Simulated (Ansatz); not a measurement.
**NbRh3 (Pm-3m) against Mo in narrow wires**

NbRh₃ (Pm-3m) has a bulk resistivity ρ₀ of 8.20 μΩ·cm and a mean free path ℓ of 13.3 nm. Mo (Im-3m): ρ₀ = 5.36 μΩ·cm, ℓ = 12.6 nm. Both at 300 K by PBEsol, DFPT electron-phonon coupling, linearised Boltzmann equation (plane waves, PAW, scalar-relativistic; Ansatz, a quantum-chemistry and plane-wave program); third figures are kept for the arithmetic, and halving the electron mesh moves ρ₀ by up to 3 and 1 % at 300 K, and ℓ by up to 1 and 2 % (the most at any temperature). Cell of NbRh3 (Pm-3m): a = b = c = 3.845 Å, α = β = γ = 90.00°. Remarks on NbRh3 (Pm-3m): eigensolver warning. On Mo: eigensolver warning.

Square wire of width d: ρ = ρ₀ {1 + (3/4)(1 − p) ℓ/d + (3/2) [R/(1 − R)] ℓ/D}, with p = 0, R = 0.4, D = d.

What are ρ₀ℓ and ρ(d)?

With D = d the size term is Kρ₀ℓ/d, K = 0.75 × 1.0 + 1.5 × 0.4/0.60 = 1.75. NbRh3 (Pm-3m): ρ₀ℓ = 10.9×10⁻¹⁶ Ω·m², ρ = 8.20 + 191/d. Mo: 6.75×10⁻¹⁶ Ω·m², ρ = 5.36 + 118/d (μΩ·cm, d in nm).

By these numbers, below which width does NbRh3 (Pm-3m) have the lower resistivity?

Nowhere: neither ρ₀ nor ρ₀ℓ of NbRh3 (Pm-3m) lies under that of Mo.

Find the resistance of 1 μm of line, ρL/d², in square trenches of width w. Take w = 9, 12, 20, 45 nm.


| w (nm) | ρ, NbRh3 (Pm-3m) (μΩ·cm) | Ω/μm, NbRh3 (Pm-3m) | ρ, Mo (μΩ·cm) | Ω/μm, Mo |
|---|---|---|---|---|
| 9 | 29 | 3600 | 18.5 | 2300 |
| 12 | 24 | 1670 | 15.2 | 1060 |
| 20 | 17.7 | 440 | 11.3 | 280 |
| 45 | 12.4 | 61 | 8.0 | 39 |

The line of Mo has the lower resistance at w = 9, 12, 20, 45 nm.

The formula is the first-order form of the Fuchs-Sondheimer and Mayadas-Shatzkes models for a square wire of an isotropic metal and fails where d lies far under ℓ. Neither p nor R nor D comes from the calculation. With a current-weighted ℓ the product lies above the one-path value, by more the wider the paths spread. Impurities, surface states and whether the polymorph can be grown are outside these numbers.

Formula and space group known from diffraction (Crystallography Open Database), not checked to be the room-temperature form: NbRh3 (Pm-3m).
